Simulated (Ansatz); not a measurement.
## GdCl₃ (P6₃/m, No. 176)

Computed with LDA (PAW; Ansatz, a quantum-chemistry and plane-wave program).

Settings: plane-wave cutoff 500 eV, 6×6×10 k mesh (along the axes of the cell as run), gaussian smearing 0.02 eV, spin-polarised start, scalar-relativistic PAW data made under PBE.

Cell: relaxed at this level.

```yaml
volume_per_atom: 22.45 Å³/atom
equilibrium_lattice_constant_a: 7.183 Å
lattice_parameter_c: 4.020 Å
band_gap: 2.16 eV (on the SCF k mesh)
```

Note: the magnetic order was assumed, not searched for or taken from measurement; the 4f shell is treated without U or exact exchange, so its levels and filling can be wrong; the volume lies 7 % below that of the published cell.

Spin–orbit coupling is not included.

Static lattice: no zero-point or thermal effects.

It cost about 11 core-minutes (a rough figure) of CPU time.
